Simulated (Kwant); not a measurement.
Model: Hückel tight-binding model, one pz orbital an atom, one spin, coherent transport at 0 K (Kwant). Conductance is in e²/h.

System: π system c1csc(c1)-c1cccs1 between two chain leads. The π system is taken as planar. Atoms are numbered from 0 in the order of the SMILES. Site energies (eV, carbon 0): [0.0, 0.0, -2.97, 0.0, 0.0, 0.0, 0.0, 0.0, 0.0, -2.97]. Bonds (i, j, β in eV): (0,1,-2.7) (1,2,-1.89) (2,3,-1.89) (3,4,-2.7) (3,5,-2.7) (5,6,-2.7) (6,7,-2.7) (7,8,-2.7) (8,9,-1.89) (4,0,-2.7) (9,5,-1.89). Leads: chains of hopping −4.1 eV, joined by −1.4 eV to atoms 1 and 6.

Site energies and bond integrals are typed Hückel values.

Sweep values stay those of the base run.

One input was changed, with this effect: transmission at E = 0 0.046 → 0.00043.

Question: Which change was it?
A) contacts moved from atoms [1, 6] to [0, 8]
B) contacts moved from atoms [1, 6] to [0, 4]
C) contacts moved from atoms [1, 6] to [4, 6]
D) contacts moved from atoms [1, 6] to [0, 6]
E) contacts moved from atoms [1, 6] to [0, 7]
F) contacts moved from atoms [1, 6] to [0, 1]

Answer: E, contacts moved from atoms [1, 6] to [0, 7]
